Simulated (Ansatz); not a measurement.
# tetragonal HfO2 (1 1 0) on 4H silicon carbide (1 1 0) (film strained to the substrate, started from cuts of the bulks and a machine-learned relaxation; slabs Si36C36 and Hf16O40, which can lie off the formulas)

A periodic stack without vacuum, tetragonal HfO2 (1 1 0) on 4H silicon carbide (1 1 0) (film strained to the substrate, started from cuts of the bulks and a machine-learned relaxation; slabs Si36C36 and Hf16O40, which can lie off the formulas): substrate slab Si36C36, film Hf16O40, surface cells [[0, -1], [1, -1]] and [[1, 0], [1, 2]], film strained by -0.6 and +1.8 %, outermost planes CSi/CSi and O/O as cut, which need not be the usual terminations and can put a slab off its formula.

The start was prepared with a machine-learned potential, and the result is one local minimum, with the in-plane cell held and forces under 0.04 eV/Å; the film can end far from its bulk form.

The numbers are results of PBE (plane waves to 420 eV, PAW; Ansatz, a program for electronic structure), not measurements. Spin–orbit coupling is left out; PBE gaps are too small against experiment. Its k-point mesh 5×3×1, Fermi–Dirac width 0.05 eV.

The interface area is 54.3 Å². The period comes out as 25.33 Å and the heights between the nearest atoms of the two slabs at the two interfaces comes out as 0.98 and 1.11 Å. The Hf–Si contacts across the interfaces within 1.22 times the sum of covalent radii comes out as 10, mean 3.29 Å, the O–Si contacts across the interfaces within 1.22 times the sum of covalent radii is 8, mean 1.65 Å and the C–O contacts across the interfaces within 1.22 times the sum of covalent radii is 8, mean 1.45 Å. The C–Hf contacts across the interfaces within 1.22 times the sum of covalent radii is 2, mean 3.00 Å, the spin-polarised check at this geometry is falls back to no moment and the slope of the mean potential energy in the substrate comes out as -5.6 MV/cm × e.

```
CELL_PARAMETERS angstrom
      5.35850    -0.00243     0.09724
      5.35869    10.12575     0.28113
     -0.88799     2.15819    25.36547
ATOMIC_POSITIONS crystal
  Si 0.34005 0.50722 0.02751
  Si 0.78889 0.00691 0.02808
  Si 0.89507 0.26160 0.03273
  Si 0.72351 0.76150 0.03276
  C  0.50802 0.32340 0.03137
  C  0.98664 0.82337 0.03202
  C  0.03937 0.07908 0.02553
  C  0.94417 0.57939 0.02535
  Si 0.84358 0.49390 0.08540
  Si 0.31935 0.99356 0.08544
  Si 0.41366 0.24323 0.08929
  Si 0.25073 0.74294 0.08980
  C  0.02461 0.30723 0.09117
  C  0.51214 0.80693 0.09135
  C  0.58570 0.05665 0.08795
  C  0.45148 0.55658 0.08791
  Si 0.35771 0.47907 0.14836
  Si 0.84368 0.97903 0.14843
  Si 0.93348 0.22929 0.14993
  Si 0.76766 0.72907 0.15016
  C  0.54014 0.29181 0.14964
  C  0.03581 0.79170 0.15006
  C  0.11260 0.04217 0.14739
  C  0.96244 0.54205 0.14767
  Si 0.87404 0.46380 0.20918
  Si 0.36652 0.96385 0.20885
  Si 0.45364 0.21387 0.20997
  Si 0.28709 0.71368 0.21043
  C  0.05905 0.27611 0.21067
  C  0.55729 0.77597 0.21081
  C  0.63798 0.02577 0.20987
  C  0.47879 0.52572 0.21000
  Si 0.39254 0.44791 0.27091
  Si 0.88907 0.94789 0.27083
  Si 0.97341 0.19825 0.27096
  Si 0.80723 0.69799 0.27119
  C  0.57824 0.26056 0.27090
  C  0.07776 0.76040 0.27148
  C  0.16009 0.01019 0.27045
  C  0.99701 0.50992 0.27118
  Si 0.91135 0.43201 0.33243
  Si 0.41046 0.93230 0.33141
  Si 0.49326 0.18238 0.33127
  Si 0.32751 0.68216 0.33213
  C  0.09796 0.24486 0.33208
  C  0.59813 0.74462 0.33210
  C  0.68250 0.99384 0.33249
  C  0.51582 0.49404 0.33264
  Si 0.43029 0.41575 0.39344
  Si 0.93430 0.91567 0.39357
  Si 0.01169 0.16691 0.39248
  Si 0.84850 0.66614 0.39252
  C  0.61697 0.22925 0.39185
  C  0.11859 0.72853 0.39334
  C  0.20296 0.97900 0.39267
  C  0.03528 0.47796 0.39472
  Si 0.94808 0.39833 0.45587
  Si 0.45734 0.90063 0.45275
  Si 0.52935 0.14999 0.45128
  Si 0.37159 0.64840 0.45374
  C  0.13596 0.21374 0.45346
  C  0.63419 0.71443 0.45247
  C  0.72786 0.96186 0.45567
  C  0.55542 0.46062 0.45549
  Si 0.46510 0.37918 0.51403
  Si 0.98698 0.88312 0.51592
  Si 0.04399 0.13564 0.51209
  Si 0.88656 0.63770 0.51022
  C  0.65399 0.19616 0.51061
  C  0.15443 0.69826 0.51317
  C  0.25052 0.95059 0.51295
  C  0.07249 0.44779 0.51734
  Hf 0.41697 0.75794 0.61230
  Hf 0.89457 0.28685 0.62537
  Hf 0.15555 0.51875 0.62294
  Hf 0.58900 0.01307 0.61499
  O  0.77208 0.65891 0.56987
  O  0.11518 0.15627 0.57230
  O  0.29387 0.63761 0.56509
  O  0.61234 0.12931 0.55607
  O  0.43535 0.90941 0.56129
  O  0.04364 0.40693 0.57233
  O  0.97044 0.87811 0.58205
  O  0.54501 0.39002 0.57585
  Hf 0.62962 0.52484 0.71825
  Hf 0.11964 0.01698 0.71347
  Hf 0.42637 0.23474 0.71686
  Hf 0.90538 0.74486 0.71703
  O  0.00876 0.38928 0.67532
  O  0.44764 0.88281 0.66626
  O  0.49291 0.39862 0.67788
  O  0.90081 0.91359 0.68194
  O  0.79711 0.63399 0.66585
  O  0.29777 0.13533 0.66578
  O  0.27288 0.65436 0.66425
  O  0.77619 0.15580 0.66263
  Hf 0.08025 0.24181 0.82524
  Hf 0.58060 0.74581 0.82790
  Hf 0.87400 0.95911 0.82707
  Hf 0.35450 0.46111 0.82649
  O  0.21190 0.13976 0.76061
  O  0.70872 0.64411 0.76294
  O  0.76268 0.09839 0.76327
  O  0.25299 0.59963 0.76163
  O  0.27870 0.34087 0.78156
  O  0.76450 0.84590 0.78243
  O  0.73199 0.38798 0.78191
  O  0.23016 0.88176 0.78057
  Hf 0.38183 0.96663 0.92106
  Hf 0.84583 0.46162 0.91994
  Hf 0.13531 0.69040 0.91889
  Hf 0.64140 0.19013 0.91870
  O  0.73761 0.83834 0.88087
  O  0.21614 0.33749 0.88118
  O  0.23661 0.83800 0.88181
  O  0.71463 0.33792 0.87901
  O  0.49850 0.09207 0.86632
  O  0.99295 0.58945 0.86688
  O  0.00095 0.09102 0.86749
  O  0.48775 0.59432 0.86713
  O  0.91456 0.57783 0.96774
  O  0.61283 0.03891 0.96878
  O  0.44981 0.53743 0.96876
  O  0.06596 0.07790 0.96799
  O  0.08015 0.78349 0.98168
  O  0.48850 0.28408 0.98063
  O  0.51499 0.82570 0.98012
  O  0.96958 0.32319 0.97972
```
